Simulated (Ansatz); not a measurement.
# TiC: point defects

Take a 16-atom supercell of TiC in the rock salt structure (space group Fm-3m, No. 225; a = 4.328 Å) at its relaxed geometry as the base.

One neutral defect a cell, atoms relaxed at fixed cell.

Level of theory: Ansatz (a first-principles code), r2SCAN, PAW, cutoff 500 eV, no spin-orbit coupling.

```json
[
 {"case": "perfect supercell", "largest displacement of a host atom from its site in the perfect cell": "–", "pressure": "0.0 GPa"},
 {"case": "C interstitial (started 1.69 Å from the nearest host atom)", "largest displacement of a host atom from its site in the perfect cell": "0.26 Å", "pressure": "13.3 GPa"},
 {"case": "C vacancy", "largest displacement of a host atom from its site in the perfect cell": "0.06 Å", "pressure": "-0.9 GPa"},
 {"case": "Sn on a C site, symmetric start", "largest displacement of a host atom from its site in the perfect cell": "0.18 Å", "pressure": "32.7 GPa"},
 {"case": "Ti on a C site (antisite)", "largest displacement of a host atom from its site in the perfect cell": "0.29 Å", "pressure": "19.2 GPa"},
 {"case": "H interstitial (started 1.69 Å from the nearest host atom)", "largest displacement of a host atom from its site in the perfect cell": "___", "pressure": "___"}
]
```

### Question
Some entries are withheld; estimate them.

### Answer

- H interstitial (started 1.69 Å from the nearest host atom), largest displacement of a host atom from its site in the perfect cell: 0.07 Å
- H interstitial (started 1.69 Å from the nearest host atom), pressure: 4.2 GPa

In so small a cell the defect repeats every few ångströms: this is an ordered compound, not a dilute defect. Defects with a symmetric start kept the site's symmetry and may sit on a saddle; the others started slightly shaken. All final runs are without spin polarisation.
